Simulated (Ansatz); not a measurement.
# CsBi2, pressure series

Base system: CsBi₂ in the cubic Laves (MgCu2 type) structure (space group Fd-3m, No. 227; a cell from a computed database, its experimental status unchecked).

Space group Fd-3m, origin choice 1 (No. 227); a = b = c = 9.6267 Å, α = β = γ = 90.00°

| atom | site | symmetry | x | y | z |
|---|---|---|---|---|---|
| Cs | 8b | -43m | 0.5000 | 0.5000 | 0.5000 |
| Bi | 16c | .-3m | 0.1250 | 0.1250 | 0.1250 |
(The calculation used a cell of 6 atoms; values per cell refer to that cell.)

Cell and atoms are relaxed at each pressure.

Computed with PBEsol (Ansatz, a quantum-chemistry and plane-wave program; PAW; 420 eV plane waves; without spin-orbit coupling).

| P (GPa) | V (Å³/atom) |
|---|---|
| -0.99 | 38.455 |
| 0.30 | 36.827 |
| 0.70 | 36.394 |
| 1.52 | 35.587 |
| 2.99 | 34.348 |
| 5.00 | 32.956 |
| 7.50 | 31.563 |
| 10.00 | 30.420 |

Task: Fit a third-order Birch–Murnaghan equation of state.

Result: Least squares on P(V) = (3B₀/2)[(V₀/V)^(7/3) − (V₀/V)^(5/3)]·[1 + (3/4)(B₀′ − 4)((V₀/V)^(2/3) − 1)] gives V₀ = 37.17 Å³/atom, B₀ = 32 GPa and B₀′ = 4.5.

Load acts through the strain it causes; cell and atoms are relaxed under it. Stability against distortions was not tested. Competing high-pressure phases were not computed.
